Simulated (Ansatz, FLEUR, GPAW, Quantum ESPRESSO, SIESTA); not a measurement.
## Code comparison for CaCu₄As₂ (R-3m, 7 atoms in the cell)

Self-consistent single point, at a second geometry (lattice scaled by 0.98). First geometry:

```
CELL_PARAMETERS angstrom
      2.00849     1.15960     7.36538
     -2.00849     1.15960     7.36538
      0.00000    -2.31921     7.36538
ATOMIC_POSITIONS crystal
  Ca 0.00000 0.00000 0.00000
  Cu 0.14454 0.14454 0.14454
  Cu 0.85546 0.85546 0.85546
  Cu 0.56134 0.56134 0.56134
  Cu 0.43866 0.43866 0.43866
  As 0.25217 0.25217 0.25217
  As 0.74783 0.74783 0.74783
```

Shared settings, as Ansatz (a first-principles code) writes them: kpoints.mp_grid.grid = 5 5 5; scf.occupations.method = gaussian; scf.occupations.width = 0.02 Ry. Potentials and cutoffs stand in the table.

| code | model | ΔF from the first geometry (meV/atom) | pressure (GPa) | largest force (eV/Å) | cutoff |
|---|---|---|---|---|---|
| SIESTA | GGA PBEsol, numerical atomic orbitals DZP, PseudoDojo PBEsol standard norm-conserving potentials (rewritten from UPF to PSML) | 88.3 | 22.24 | 0.976 | grid 350 Ry |
| FLEUR | PBEsol, all-electron FLAPW (FLEUR), scalar-relativistic valence | – | – | 1.020 | Kmax 3.9 1/bohr |
| GPAW | PBEsol, GPAW PAW datasets PBEsol (made by gpaw-setup) | 66.4 | 17.13 | 1.110 | 850 eV |
| Ansatz | PBEsol, PAW files made with PBE | 56.9 | 15.43 | 0.991 | default |
| Quantum ESPRESSO | PBEsol, PSlibrary PAW (PBE) pseudopotentials | 60.7 | 15.49 | 1.095 | 50 Ry |

For Quantum ESPRESSO (by 0.7 GPa) the energy change implies a higher mean pressure, against the two pressures, than for the other programs: a sign of finite-basis (Pulay) stress.

Size of the force on each atom (eV/Å): Sizes of forces hide their directions.

```
code                Ca1    Cu2    Cu3    Cu4    Cu5    As6    As7
----------------  -----  -----  -----  -----  -----  -----  -----
SIESTA            0.000  0.262  0.262  0.227  0.227  0.976  0.976
FLEUR             0.000  0.290  0.290  0.107  0.107  1.020  1.020
GPAW              0.000  0.329  0.329  0.176  0.176  1.110  1.110
Ansatz            0.000  0.273  0.273  0.150  0.150  0.991  0.991
Quantum ESPRESSO  0.000  0.318  0.318  0.120  0.120  1.095  1.095
```

A dash marks a value that a program does not give, or that is left out as unsure.

No clean gap comes from SIESTA, GPAW, Ansatz and Quantum ESPRESSO: levels at the Fermi energy touch, overlap or are partly filled at this smearing.

On Ansatz's run: spin polarisation is off.

The spread over the programs that give each value: ΔF from the first geometry within 31.4 meV/atom; pressure within 6.81 GPa; largest force within 0.134 eV/Å.

SIESTA uses small atom-centred bases, whose incompleteness enters pressures, forces and empty levels differently from a plane-wave cutoff. FLEUR treats all electrons, but the usual bases taken here (sphere radii, linearisation, local orbitals, empty states) were not tested for convergence, so the values are no reference for the others. Ansatz's pressure is given at a fixed set of plane waves, as the other plane-wave codes print theirs; with its correction for the finite basis it is 15.52 GPa. In the pressure, SIESTA (by 6.75) and GPAW (by 1.64) lie more than 1 GPa from the median of the plane-wave programs. In the force vectors, SIESTA (by 0.376) and Ansatz (by 0.104) lie more than 0.08 eV/Å from the median of the plane-wave programs.

The starting cell comes from a database of computed structures (which also holds hypothetical and non-ambient phases and stackings), without a prior relaxation at this level. Its lattice was rescaled by a random factor within 2.5 % of one. For this run, on top of that: lattice scaled by 0.98.

Left out of this page: Elk (not drawn, or without a comparable value).

Keys are those of Ansatz 0.2.
